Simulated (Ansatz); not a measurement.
Input and report of a finite-temperature phonon run in Ansatz (PBEsol). The cell is strained by -1.0 % in length from its relaxed static size. Melting and transitions to other phases are not modelled. No magnetic order is allowed for.

Ansatz 0.2 input:
```yaml
crystal:
  lattice:
    - [3.8521536835, 0.0, 0.0]
    - [0.0, 3.8521536835, 0.0]
    - [0.0, 0.0, 3.8521536835]
  atoms:
    - { symbol: Sr, position: [0.0, 0.0, 0.0] }
    - { symbol: Ti, position: [0.5, 0.5, 0.5] }
    - { symbol: O, position: [0.0, 0.5, 0.5] }
    - { symbol: O, position: [0.5, 0.5, 0.0] }
    - { symbol: O, position: [0.5, 0.0, 0.5] }
kpoints:
  mp_grid: { grid: [6, 6, 6] }
hamiltonian:
  xc: pbesol
  pseudopotentials: { kind: paw }
scf:
  occupations: { method: fixed }
phonons:
  supercell: [2, 2, 2]
  self_consistent:
    temperatures: [100, 300, 800]
    max_frequency_error: 3.0
    max_frames: 240
checkpoint:
  write: run
output:
  stress: true
```

```
--- Phonons at temperature: the self-consistent harmonic approximation ---
  56 frames of 40 atoms (2×2×2 cells), in populations of 8, 8, 8 at 800 K and 8, 8 at 300 K and 8, 8 at 100 K: nothing lacks frames
  of 56 their SCF's own steps read whether they stand on a minimum of the electronic energy; no probe, look outside the group or whole filling of a shell is made of a frame, whatever scf.lower_state_search; one on another minimum than the …
  at 100 K
    the largest error of a frequency is 0.26 times what was asked for; the fitted model misses 4.6 % of the forces, every mode counted alike and far frames for less, of frames that it was not fitted to; the frames count as 16.1 of this …
    softest of the free energy's second derivatives: 19.91 ± 1.85 cm⁻¹ at q 0.5000 0.5000 0.5000; ahead of this temperature's last population 19.70
    the crystal stands in this phase at this temperature, as far as these wave vectors tell
    the ions' mean positions are those at rest
    free energy -7656.934354 ± 0.000167 eV a cell, of which vibrations 0.276026; entropy 27.880 ± 0.057 J/(mol·K) of cells
      by the supercell's own 117 modes alone, which lack the rigid motions: not to be laid beside figures on a mesh. There are none: the force constants hold no dipole–dipole term between the supercell's wave vectors
      the supercell's own free energy is the best Gaussian's, an upper bound on the crystal's: what lies beyond it on the fitted surface stands below, to be added
    pressure 7.2216 ± 0.0460 GPa; at rest 5.9993, so that the ions' motion makes +1.2222
      stress (GPa, positive in compression): xx 7.2216 ± 0.0460, yy 7.2216 ± 0.0460, zz 7.2216 ± 0.0460, yz 0.0000 ± 0.0000, xz 0.0000 ± 0.0000, xy -0.0000 ± 0.0000
      by the supercell's own 117 modes alone, which lack the rigid motions: in the warmth about 1/40 of what the motion makes, which no ± holds; not to be laid beside figures on a mesh
    beyond the Gaussian, in the hollow that it stands in and those that the ions reach from there, by exact statistics on the surface that is fitted to the frames (rings of 26 beads):
      free energy -0.004775 ± 0.000345 eV a cell
      leaving out a pair of frames, or group of many, changes the fitted energy by up to 0.07 k_B T, T the rings' temperature (one standard deviation); of these ± those of the frequencies lack the bias that few frames leave, and those of …
      pressure -0.1520 ± 0.0341 GPa; with it, by the rings' own mean, 7.0693 ± 0.0613, so that the ions' motion makes +1.0700: by the supercell's own 117 modes alone, as the Gaussian's
      mean square displacement, over the three axes, of site 2 from 0, O, the most changed: 0.03540 ± 0.00025 Å², of which +0.00986 beyond the Gaussian's
      softest frequency by how far the rings' centres move (above zero always: no sign of whether the crystal stands): 28.22 ± 0.69 cm⁻¹ at q 0.5000 0.5000 0.5000
    frequencies (cm⁻¹; below zero: imaginary; ±: error) of the harmonic crystal, of the Gaussian, of the free energy's second derivatives, each in its own ascending order
      q 0.0000 0.0000 0.0000
            62.68      146.92 ±  1.05      142.28 ±  2.71
            62.68      146.92 ±  1.05      142.28 ±  2.71
            62.68      146.92 ±  1.05      142.28 ±  2.71
           172.31      194.69 ±  1.51      191.16 ±  1.58
           172.31      194.69 ±  1.51      191.16 ±  1.58
           172.31      194.69 ±  1.51      191.16 ±  1.58
           226.68      249.39 ±  0.97      246.18 ±  1.07
           226.68      249.39 ±  0.97      246.18 ±  1.07
           226.68      249.39 ±  0.97      246.18 ±  1.07
           568.26      572.36 ±  0.88      569.74 ±  0.92
           568.26      572.36 ±  0.88      569.74 ±  0.92
           568.26      572.36 ±  0.88      569.74 ±  0.92
      q 0.0000 0.0000 0.5000, and 2 like it
           111.51      120.39 ±  0.37      114.34 ±  0.57
           111.51      120.39 ±  0.37      114.34 ±  0.57
           135.55      154.64 ±  0.30      151.99 ±  0.59
           135.55      154.64 ±  0.30      151.99 ±  0.59
           172.95      178.35 ±  0.43      170.15 ±  3.16
           174.03      211.63 ±  1.40      203.03 ±  1.72
           174.03      211.63 ±  1.40      203.03 ±  1.72
           275.42      289.69 ±  1.26      280.26 ±  1.54
           291.25      297.34 ±  0.52      292.45 ±  0.72
           316.48      323.85 ±  0.46      320.92 ±  0.59
           316.48      323.85 ±  0.46      320.92 ±  0.59
           539.19      541.49 ±  1.21      535.95 ±  2.34
           543.51      549.11 ±  1.09      545.33 ±  2.54
           543.51      549.11 ±  1.09      545.33 ±  2.54
           788.21      780.67 ±  1.40      765.66 ±  2.13
      q 0.0000 0.5000 0.5000, and 2 like it
           -48.12       82.27 ±  0.36       61.45 ±  1.72
           110.53      118.91 ±  0.37      112.87 ±  2.17
           118.58      127.57 ±  0.13      123.02 ±  0.79
           118.58      127.57 ±  0.13      123.02 ±  0.79
           136.75      161.88 ±  1.01      159.52 ±  1.12
           267.10      278.69 ±  0.57      274.62 ±  0.80
           267.10      278.69 ±  0.57      274.62 ±  0.80
           323.81      331.41 ±  0.40      327.14 ±  0.54
           323.81      331.41 ±  0.40      327.14 ±  0.54
           463.88      468.30 ±  0.61      464.71 ±  0.82
           483.02      482.63 ±  0.92      476.11 ±  1.06
           483.02      482.63 ±  0.92      476.11 ±  1.06
           511.16      519.09 ±  1.02      514.88 ±  1.23
           552.12      559.78 ±  1.19      549.79 ±  3.59
           837.56      831.50 ±  2.17      821.37 ±  5.14
      q 0.5000 0.5000 0.5000
           -97.14       36.71 ±  0.15       19.91 ±  1.85
           -97.14       36.71 ±  0.15       19.91 ±  1.85
           -97.14       36.71 ±  0.15       19.91 ±  1.85
```

 A stable verdict is local, and a supercell this small can stiffen soft modes, so the symmetric phase can look stable where the real crystal is distorted.

Ansatz is a first-principles code.
